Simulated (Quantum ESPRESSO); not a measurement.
Several settings converged on AlRh (P4mm, 2 atoms in the cell)

```
AlRh
1.0
    2.99221     0.00000     0.00000
    0.00000     2.99221     0.00000
    0.00000     0.00000     2.99221
Al Rh
1 1
Direct
  0.00000   0.00000   0.01671
  0.50000   0.50000   0.50000
```

Base method: LDA (PZ), PSlibrary ultrasoft (LDA, semicore) pseudopotentials (plane waves; Quantum ESPRESSO).

Base settings: ecutwfc = 60 Ry; ecutrho = 420 Ry; occupations = smearing; smearing = gaussian; degauss = 0.0073499 Ry; potentials = {Al: Al.pz-n-rrkjus_psl.1.0.0.UPF, Rh: Rh.pz-spn-rrkjus_psl.1.0.0.UPF}; K_POINTS = automatic 7 7 7 0 0 0; conv_thr = 1e-09 Ry.

The count of work is k-points × plane waves × bands × iterations; it is no time. Core times come from one kind of shared machine, to one figure; runs under 30 s give none.

**The k-point mesh at a smearing width of 0.02 eV**

In this ladder: degauss = 0.00147 Ry.

Only quantities that move along the ladder and can be compared are tabulated.

| K_POINTS | free energy less the last step's (meV/atom) | pressure (GPa) | count of work / last | core time / last (rough) |
|---|---|---|---|---|
| automatic 4 4 4 0 0 0 | 79.01 | -6.72 | 0.028 | – |
| automatic 5 5 5 0 0 0 | -9.39 | -9.20 | 0.028 | – |
| automatic 6 6 6 0 0 0 | 1.44 | -9.04 | 0.056 | – |
| automatic 8 8 8 0 0 0 | 5.92 | -9.04 | 0.10 | 0.1 |
| automatic 12 12 12 0 0 0 | 0.79 | -9.23 | 0.27 | 0.3 |
| automatic 18 18 18 0 0 0 | 0.43 | -9.20 | 0.77 | 0.7 |
| automatic 21 21 21 0 0 0 | 0.00 | -9.22 | 1.0 | 1 |

Coarsest K_POINTS that holds the free energy within 5 meV/atom of the last step, with all finer ones: automatic 12 12 12 0 0 0, at 0.27 of the last step's count of work and about 0.3 of the last step's time; the step before is off by 5.9 meV/atom.

Coarsest K_POINTS that holds the pressure within 0.5 GPa of the last step, with all finer ones: automatic 5 5 5 0 0 0, at 0.028 of the last step's count of work; the step before is off by 2.5 GPa.

**The width of Gaussian smearing**

In this ladder: K_POINTS = automatic 12 12 12 0 0 0.

Narrow widths need finer meshes than wide ones, so the last steps can hold mesh noise.

Only quantities that move along the ladder and can be compared are tabulated; pressure and forces are left out, as mesh noise rules them at narrow widths.

| degauss | free energy less the last step's (meV/atom) | energy extrapolated to zero width less the last step's (meV/atom) |
|---|---|---|
| 0.073499 Ry | -75.86 | 5.69 |
| 0.036749 Ry | -17.96 | -0.24 |
| 0.02205 Ry | -6.03 | -0.09 |
| 0.0073499 Ry | 0.00 | 0.00 |

Widest degauss that holds the free energy within 5 meV/atom: not settled: the last two steps still differ by 6.0 meV/atom, over half the tolerance, so the ladder does not show it.

Widest degauss that holds the energy extrapolated to zero width within 0.5 meV/atom of the last step, with all finer ones: 0.036749 Ry; the step before is off by 5.7 meV/atom.

The extrapolation to zero width removes most of the smearing's effect on the energy.

**The SCF threshold**

The mesh stays at the base's, so the ladder's end is converged at best in this setting alone.

Only quantities that move along the ladder and can be compared are tabulated.

```tsv
conv_thr	free energy less the last step's (meV/atom)	largest difference of a force vector from the last step's (eV/Å)	count of work / last
0.0073 Ry	6.07	0.117	0.25
7.3e-05 Ry	0.20	0.004	0.33
7.3e-07 Ry	0.00	0.001	0.50
7.3e-09 Ry	0.00	0.000	0.67
1e-09 Ry	0.00	0.000	0.67
7.3e-12 Ry	0.00	0.000	0.83
7.3e-14 Ry	0.00	0.000	1.0
```

Coarsest conv_thr that holds the forces within 0.02 eV/Å of the last step, with all finer ones: 7.3e-05 Ry, at 0.33 of the last step's count of work; the step before is off by 0.12 eV/Å.

Coarsest conv_thr that holds the free energy within 2 meV/atom of the last step, with all finer ones: 7.3e-05 Ry, at 0.33 of the last step's count of work; the step before is off by 6.1 meV/atom.

On the base run: the starting cell comes from a database of computed structures (which also holds hypothetical and non-ambient phases and stackings), without a prior relaxation at this level. Its lattice was rescaled by up to half a per cent. One atom was moved a little off its site on purpose. Spin polarisation is off. In the base run, with a pressure of about -9 GPa the cell is away from its equilibrium volume at this level.

Left out of this page: 1 run of the series outside the window shown, repeating another row's setting, or not comparable.
